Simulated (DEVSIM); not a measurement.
Structure: Schottky contact on n-type ZnO, at 300 K.

Layer 1 from the left is ZnO, thickness (μm) 9.70, Nd (cm⁻³) 8.9e15, τn (s) 2.7e-8, τp (s) 2.7e-8.

Left contact: Schottky, work function 5.68 eV, emission velocity 6.5e6 cm/s. Right contact: ohmic. Voltage is applied to the left contact. Recombination: SRH at mid-gap, Auger. Mobility is constant in doping.

Constants are typed, rounded textbook-type inputs, not results; the design itself was drawn at random and stands for no fabricated device. Values at 300 K.

ZnO: gap (eV) 3.37, affinity (eV) 4.5, permittivity 8.7, Nc (cm⁻³) 3.7e18, Nv (cm⁻³) 1.8e19, μn (cm²/Vs) 200, μp (cm²/Vs) 20, Cn (cm⁶/s) 1e-31, Cp (cm⁶/s) 1e-31.

DEVSIM, 1D drift-diffusion, Boltzmann statistics, complete ionisation; no tunnelling, impact ionisation, image-force lowering or self-heating. Metal contacts follow the ideal Schottky-Mott rule: no Fermi-level pinning, no interface dipoles.

Dark forward current:

```tsv
|V| (V)	|J| (A/cm²)
0.05	2.202e-13
0.10	1.726e-12
0.15	1.203e-11
0.20	8.243e-11
0.25	5.632e-10
0.30	3.842e-9
0.35	2.617e-8
0.40	1.779e-7
0.45	1.207e-6
0.50	8.173e-6
0.55	5.514e-5
0.60	0.0003705
0.65	0.002475
0.70	0.01638
0.75	0.1061
0.80	0.6389
0.85	2.989
0.90	8.849
0.95	17.78
1.00	28.52
1.05	40.30
1.10	52.72
1.15	65.57
1.20	78.71
1.25	92.07
1.30	105.6
```

**Question.** Work out the local ideality factor n = ΔV / (kT/q · ln(J2/J1)) between the rows 0.15 and 0.20 V, 1.25 and 1.30 V.

**Answer.** kT/q = 25.85 mV. From 0.15 to 0.20 V: ln(8.243e-11/1.203e-11) = 1.925, n = 1.01, near the 1 of diffusion or emission over a barrier. From 1.25 to 1.30 V: ln(105.6/92.07) = 0.137, n = 14.11; the layers' resistance at their doping, Σ W/(qμN) = 0.0034 Ω cm², would take 46 mV of this step of 50 mV.

**Question.** Estimate the current at 0.45 V for emission alone, J0 = q v N_band exp(−φB/kT), and read the barrier back from the simulated current.

**Answer.** φB = 1.180 eV, N_band = 3.70e18 cm⁻³, J0 = 5.77e-14 A/cm²; J = J0 (exp(qV/kT) − 1) = 2.10e-6 A/cm². The simulation gives 1.21e-6 A/cm²; the estimate lies 74 % above. Read backwards, the simulated current gives an apparent barrier of 1.194 eV. The estimate leaves out transport through the depletion region and minority injection.
